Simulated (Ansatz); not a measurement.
Point defect Fe_Al in zinc-blende AlP

Level of theory: PBE, PAW (plane waves to 420 eV; Ansatz, a program for electronic structure). The supercell holds 64 host sites (2×2×2 repeats of the unit cell), with a 2×2×2 shifted k-point sampling for the final energies. Site at the start: the Al site. Energies of charged states are corrected for periodic images (point charge plus alignment at distant sites). Dielectric constants: PBE linear response of the host. Host gap at this level: 1.63 eV. Finite-size and sampling errors can reach tenths of an eV here. The semilocal functional narrows the gap, so deep levels can fall outside it. Spin–orbit coupling is left out, and no Hubbard U is applied to the open shells. Each state is the lowest found from its start.

Formation energies E_f are given with the Fermi level at the valence-band maximum. Chemical conditions: Al-rich (Δμ(Al) = 0.00 eV, Δμ(Fe) = -0.63 eV, bounded by AlFe (Pm-3m); only phases computed here count, gases as isolated molecules at 0 K); P-rich (Δμ(Al) = -1.26 eV, Δμ(Fe) = -1.25 eV, bounded by FeP (Pnma); only phases computed here count, gases as isolated molecules at 0 K). Reference phases: Al: fcc Al, Fe: bcc Fe, ferromagnetic.

```json
[
 {"charge": "+1", "moment (μB)": "not spin-polarised", "largest move off a lattice site (Å)": "0.17", "image correction with alignment (eV)": "0.17", "E_f, Al-rich (eV)": "2.75", "E_f, P-rich (eV)": "2.10", "above the lowest spin state (eV)": "0.00"},
 {"charge": "+1†", "moment (μB)": "4.0", "largest move off a lattice site (Å)": "0.07", "image correction with alignment (eV)": "0.17", "E_f, Al-rich (eV)": "–", "E_f, P-rich (eV)": "–", "above the lowest spin state (eV)": "0.11"},
 {"charge": "0", "moment (μB)": "5.0", "largest move off a lattice site (Å)": "0.04", "image correction with alignment (eV)": "0.00", "E_f, Al-rich (eV)": "2.91", "E_f, P-rich (eV)": "2.26", "above the lowest spin state (eV)": "0.00"},
 {"charge": "0", "moment (μB)": "5.0", "largest move off a lattice site (Å)": "0.04", "image correction with alignment (eV)": "0.00", "E_f, Al-rich (eV)": "2.91", "E_f, P-rich (eV)": "2.26", "above the lowest spin state (eV)": "0.00"},
 {"charge": "−1", "moment (μB)": "4.0", "largest move off a lattice site (Å)": "0.04", "image correction with alignment (eV)": "0.11", "E_f, Al-rich (eV)": "3.92", "E_f, P-rich (eV)": "3.27", "above the lowest spin state (eV)": "0.00"},
 {"charge": "−1†", "moment (μB)": "not spin-polarised", "largest move off a lattice site (Å)": "0.15", "image correction with alignment (eV)": "0.13", "E_f, Al-rich (eV)": "–", "E_f, P-rich (eV)": "–", "above the lowest spin state (eV)": "0.85"}
]
```

† A higher spin state that isn't settled.

Starting moments that weren't kept: charge 0 began with 1 μB and ended with 5.0.

Transition levels above the valence-band maximum: ε(+1/0) = 0.16 eV; ε(0/−1) = 1.00 eV. On the lower envelope of the bound states, inside the gap: (+1/0) at 0.16 eV; (0/−1) at 1.00 eV.
